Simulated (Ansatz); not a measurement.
Consider the following.

End structure of the (100) surface of bcc W in its 1x1 cell (the real clean face reconstructs), outermost plane spacing 1.59 Å in the ideal cut:

```xyz
9
Lattice="3.1843 0.0000 0.0000 0.0000 3.1843 0.0000 0.0000 0.0000 29.0000" Properties=species:S:1:pos:R:3 pbc="T T T"
W      1.5921     1.5921     8.2939
W      0.0000     0.0000     9.6997
W      1.5921     1.5921    11.3358
W      0.0000     0.0000    12.9086
W      1.5921     1.5921    14.5000
W      0.0000     0.0000    16.0914
W      1.5921     1.5921    17.6642
W      0.0000     0.0000    19.3003
W      1.5921     1.5921    20.7061
```

Set-up: 9 atoms, 12.7 Å thick at the start; mesh 12x12x1; 0.1 eV smearing; dipole correction on; all atoms relaxed; held to the start's symmetry, so lower structures may exist; no spin, no spin-orbit, no U.

### Question
Give the surface energy (mean of both faces) at the level Ansatz (a first-principles code) with PBE.

### Answer
4.01 J/m^2

### Question
Predict the work function of the top face from PBE.

### Answer
4.11 eV
